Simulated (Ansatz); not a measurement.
## CsPbBr3: strain along the normal

CsPbBr3 (cubic perovskite, Pm-3m, 40.495 Å³/atom at rest) under an equal strain ε in the (001) plane with the normal axis free, as in a coherent film. PBEsol in Ansatz, a plane-wave DFT program (PAW, default set), 420 eV, 6×6×6 Γ-centred mesh, Fermi-Dirac smearing 0.05 eV; ions are relaxed within the symmetry of each cell.

Here s stands for strain and y for normal strain.

```csv
strain (%),normal strain (%)
-1.20,0.30
-0.60,0.15
0.00,0.00
0.60,-0.15
1.20,-0.29
3.00,?
```

Question: Fit y against s with a straight line, and predict the withheld value at s = 3.00.

Answer: Means: s 0, y 0.002. About the means, the sum of products is -0.88800 and the sum of squares of s is 3.6000; the slope is their ratio. Least squares gives y = 0.002 - 0.2467·s. Residuals (row less fit): 0.002, 0.000, -0.002, -0.004, 0.004; standard error 0.004 (degrees of freedom: 3). The slope, -0.25 ± 0.00, is the elastic response of the normal axis, −2C12/C11 for this plane. At the withheld row, y = 0.002 - 0.2467 × 3.0 = -0.738%. The calculation gives -0.71%, 0.028% above the prediction (2.8 % of the range of y in the table). The row lies outside the fitted rows, so this is an extrapolation. The fitted rows scatter only by rounding.

One order more, fitted to all 11 runs of the series, follows each within 0.01, so the miss is the next term of a smooth law. The primitive cell can neither tilt nor turn polar against its symmetry, as such crystals can under strain. CsPbBr3 is here the ideal cubic form; the compound distorts at low or room temperature. Rows are the converged runs of the series near zero and its far end; series whose fitted rows scatter by over a few per cent of the range, as at a crossing or softening among them, aren't shown in this form. Most that stay on the fit to the last digits aren't either.
